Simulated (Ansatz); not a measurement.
Defect: Si-vacancy pair (Si on one host Al site, one Al site vacant) in wurtzite AlN, charge state -2. All values below come from PBE, PAW (plane waves to 420 eV; Ansatz, a first-principles code).

72-site cell at the relaxed PBE lattice, the Γ point alone, smearing 0.01 eV, spin-restricted, no finite-size correction. Energies are static. The charge state is imposed; whether it is stable for some Fermi level was not computed. Forms of the defect that were not tried may lie lower.

Barriers: single points on a 2×2×2 k-point mesh shifted by half a step along c at the bands' geometries (they differ from the bands' own by up to 0.19 eV, and are uncertain by about as much).

Relaxed starting cell (atoms counted from 1):

```
CELL_PARAMETERS angstrom
      9.39076     0.00000     0.00000
     -4.69538     8.13264     0.00000
      0.00000     0.00000    10.03632
ATOMIC_POSITIONS crystal
  Si 0.22215 0.11129 0.25083
  Al 0.22153 0.11190 0.74896
  Al 0.22282 0.44198 0.25352
  Al 0.22158 0.44470 0.74893
  Al 0.22308 0.77733 0.25341
  Al 0.22126 0.77837 0.74675
  Al 0.55611 0.11036 0.25341
  Al 0.55506 0.11218 0.74675
  Al 0.55439 0.44570 0.25006
  Al 0.55371 0.44402 0.74712
  Al 0.55617 0.77726 0.25305
  Al 0.55561 0.77782 0.74756
  Al 0.89145 0.11061 0.25352
  Al 0.88873 0.11185 0.74893
  Al 0.88911 0.44433 0.25072
  Al 0.88907 0.44436 0.74751
  Al 0.88773 0.77904 0.25006
  Al 0.88941 0.77973 0.74712
  Al 0.11199 0.22144 0.97471
  Al 0.11328 0.55253 0.49723
  Al 0.11116 0.55665 0.99976
  Al 0.11225 0.89379 0.49480
  Al 0.11228 0.88971 0.99835
  Al 0.43965 0.22119 0.49480
  Al 0.44372 0.22115 0.99835
  Al 0.43830 0.55317 0.49754
  Al 0.44480 0.55710 0.99992
  Al 0.44461 0.88882 0.49782
  Al 0.44436 0.88907 0.99906
  Al 0.78090 0.22015 0.49723
  Al 0.77678 0.22228 0.99976
  Al 0.77756 0.55587 0.49877
  Al 0.77785 0.55558 0.99786
  Al 0.78026 0.89513 0.49753
  Al 0.77633 0.88864 0.99992
  N  0.23453 0.09890 0.41892
  N  0.22719 0.10624 0.94079
  N  0.23275 0.46621 0.43307
  N  0.22607 0.45287 0.94394
  N  0.22012 0.77795 0.44255
  N  0.22199 0.77853 0.93989
  N  0.55548 0.11331 0.44255
  N  0.55490 0.11144 0.93989
  N  0.55593 0.44512 0.43984
  N  0.55514 0.44373 0.93976
  N  0.55649 0.77694 0.44297
  N  0.55515 0.77829 0.93958
  N  0.86722 0.10069 0.43307
  N  0.88056 0.10736 0.94394
  N  0.88801 0.44543 0.44097
  N  0.88862 0.44481 0.93914
  N  0.88831 0.77751 0.43985
  N  0.88970 0.77830 0.93976
  N  0.11892 0.21451 0.18644
  N  0.11077 0.22266 0.73807
  N  0.10917 0.55627 0.18911
  N  0.11049 0.55673 0.69054
  N  0.11552 0.89840 0.19075
  N  0.11119 0.89060 0.68737
  N  0.43504 0.21791 0.19075
  N  0.44283 0.22224 0.68737
  N  0.44698 0.55665 0.18878
  N  0.44466 0.55612 0.69078
  N  0.44447 0.88897 0.19121
  N  0.44409 0.88934 0.69051
  N  0.77716 0.22426 0.18911
  N  0.77670 0.22294 0.69055
  N  0.77776 0.55567 0.18936
  N  0.77724 0.55619 0.69060
  N  0.77678 0.88645 0.18879
  N  0.77732 0.88877 0.69078
```
Cell charge -2.

End state 1 differs by these moves (Å; atoms that move under 0.08 Å are left out):

```
atom  element     Δx     Δy     Δz
----  -------  -----  -----  -----
19         Al   0.01   0.00   0.24
20         Al  -0.08   0.00   0.00
24         Al   0.10   0.00   0.01
30         Al   3.03   0.01  -0.02
31         Al   0.01   0.01  -0.20
36          N  -0.18   0.12   0.11
37          N  -0.07   0.04  -0.03
38          N   0.01  -0.17   0.07
39          N   0.00  -0.07  -0.04
42          N  -0.15  -0.11  -0.11
43          N  -0.07  -0.03   0.04
48          N   0.31  -0.01  -0.02
49          N   0.13   0.00   0.00
50          N   0.01   0.18  -0.09
51          N   0.00   0.07   0.03
55          N   0.01   0.00  -0.50
66          N   0.01  -0.01  -0.08
67          N   0.01  -0.01   0.46
```

### Question
What forward and backward barriers to end state 1 does PBE, PAW give?

### Answer
forward 2.21 eV, backward 1.67 eV; at the saddle point atom 30 has neighbours N at 1.77, N at 2.16, N at 2.20, N at 2.23, N at 2.29 Å. The saddle point's order was not checked.

End state 2 differs by these moves (Å; atoms that move under 0.08 Å are left out):

```csv
atom,element,Δx,Δy,Δz
19,Al,-0.02,0.00,0.24
24,Al,-3.06,0.00,0.00
25,Al,-0.02,0.00,-0.24
26,Al,0.09,0.00,0.00
30,Al,-0.08,0.00,0.00
36,N,-0.35,0.00,0.00
37,N,-0.15,0.00,0.00
38,N,0.00,-0.17,0.07
39,N,0.00,-0.07,-0.04
42,N,0.16,-0.10,-0.10
43,N,0.06,-0.03,0.04
44,N,0.00,0.17,-0.07
45,N,0.00,0.07,0.04
48,N,0.16,0.10,0.10
49,N,0.06,0.03,-0.04
55,N,0.01,0.00,-0.51
61,N,0.01,0.00,0.51
```

### Question
What forward and backward barriers to end state 2 does PBE, PAW give?

### Answer
forward 2.20 eV, backward 2.20 eV; at the saddle point atom 24 has neighbours N at 1.82, 2 N at 2.17, 2 N at 2.24 Å. The saddle point's order was not checked, and it lies on a symmetry element of the cell, where a band can be held.
